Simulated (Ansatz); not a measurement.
## AlRu under a change: Ru → Fe

Start from AlRu in the CsCl type structure (space group Pm-3m, No. 221; a = 3.004 Å).

One thing is altered: full substitution Ru → Fe; the structure is relaxed again.

Level of theory: plane-wave PAW DFT at the PBE level (Ansatz, an electronic-structure program, 420 eV), no spin-orbit coupling. Γ-centred 16×16×16 mesh, Fermi–Dirac width 0.05 eV, for the changed cell.

The volume per atom shrinks by 1.67 Å³ to 11.88 Å³ and the density decreases by 2.06 g/cm³, from 7.85 g/cm³ to 5.79 g/cm³. The lattice parameter a shrinks by 0.129 Å to 2.875 Å and the space group stays Pm-3m (No. 221). The shortest interatomic distance falls by 0.1117 Å to 2.490 Å and the band gap is still zero. The magnetic state goes from not spin-polarised to ferromagnetic and the largest site moment goes from zero to 0.73 μB.

Cost of the whole job for the changed cell (relaxation, final SCF and bands): about 60 core-seconds (a rough figure).

The magnetic state is the one reached from the starting moments; the real material's order can differ, and small cells can't hold many antiferromagnetic ones. No phonon test of stability was made. Spin-polarised in the final run: AlFe; the other runs are not.
